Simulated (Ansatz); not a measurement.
A computed series for Ag: response to strain

Base system: Ag in the fcc (Cu type) structure (space group Fm-3m, No. 225; a = 4.054 Å; relaxed with 0.1 eV smearing). Axes: x, y, z lie along the cube axes.

Strains are applied to the cell and any free atomic positions relax; under biaxial strain the out-of-plane vector relaxes too.

Computed with Kohn–Sham DFT with the PBEsol functional, run in Ansatz (a quantum-chemistry and plane-wave program) with PAW and 420 eV plane waves, spin-orbit coupling left out.

| biaxial strain, plane normal [111], relaxed out of plane (%) | out-of-plane strain (%) |
|---|---|
| 0 | 0.00 |
| 0.42 | -0.36 |
| 0.83 | -0.70 |
| 1.25 | ? |
| 1.67 | -1.42 |
| 2.08 | -1.78 |
| 2.5 | -2.16 |

**Question.** Fit ε⊥ = −νε + γε² (strains in %) to the rows shown and predict the withheld row.

**Answer.** Least squares on the printed values gives ν = 0.83 (the biaxial Poisson response) and γ = -0.012 (largest residual 0.01 %); this predicts -1.06 %, and the run gives -1.06 %, in agreement.

No phonon test of stability was made.
